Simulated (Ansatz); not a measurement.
The starting structures come from a database of crystals and need not be the phases stable at ambient conditions.

Crystal: LiNbO3 (R-3, not sure to be the ambient phase, 10 atoms a cell, 11.7 Å³ an atom, -9 GPa at this level); planes in its conventional cell.

Calculation: r2SCAN (plane waves, PAW; Ansatz, a program for electronic structure).

The gap is the functional's own, uncorrected, and κ follows it; spin-orbit coupling is left out. Mid-gap values are interpolated between the computed energies.

```tsv
plane	area of the cell (Å²)	mid-gap κ (1/Å)	largest κ in the gap (1/Å)
(001)	24.2	0.49	0.52
(100)	76.8	[?]	[?]
(110)	44.4	[?]	[?]
```

### Question
The slowest decay depends on the direction. Supply the withheld values.

### Answer

- (100), mid-gap κ (1/Å): 0.47
- (100), largest κ in the gap (1/Å): 0.47
- (110), mid-gap κ (1/Å): 0.44
- (110), largest κ in the gap (1/Å): 0.44
